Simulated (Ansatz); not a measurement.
**Ag: response to strain**

Base system: Ag in the fcc (Cu type) structure (space group Fm-3m, No. 225; relaxed with 0.1 eV smearing).

```
CELL_PARAMETERS angstrom
      0.00000     2.02711     2.02711
      2.02711     0.00000     2.02711
      2.02711     2.02711     0.00000
ATOMIC_POSITIONS crystal
  Ag 0.00000 0.00000 0.00000
```

Cartesian axes are those of the cell as printed.

Strains are applied to the cell and any free atomic positions relax; under biaxial strain the out-of-plane vector relaxes too.

Calculations: DFT with PBEsol, PAW potentials and a 420 eV plane-wave cutoff in Ansatz (a program for electronic structure), no SOC, earlier PAW set.

Notes on the quantities. energy relative to the base: free energy F; pressure: mean of the normal stresses, compression positive.

| case | energy relative to the base | pressure | volume per atom |
|---|---|---|---|
| base | 0 meV/atom | 0.0 GPa | 16.66 Å³ |
| biaxial strain +2.01 %, plane normal [001], relaxed out of plane | +3.4 meV/atom | -1.0 GPa | 16.81 Å³ |
| biaxial strain +3.69 %, plane normal [110], relaxed out of plane | +25 meV/atom | -4.1 GPa | 17.40 Å³ |
| isotropic strain +1.24 % | +8.1 meV/atom | -4.0 GPa | 17.29 Å³ |
| uniaxial strain ε_xx = +0.99 % | +0.7 meV/atom | -1.1 GPa | 16.82 Å³ |
| uniaxial strain ε_yy = −0.86 % | +0.6 meV/atom | 1.1 GPa | 16.52 Å³ |

A biaxial case was relaxed in a doubled cell and then solved in the primitive one. Whether these cells are dynamically stable was not tested.
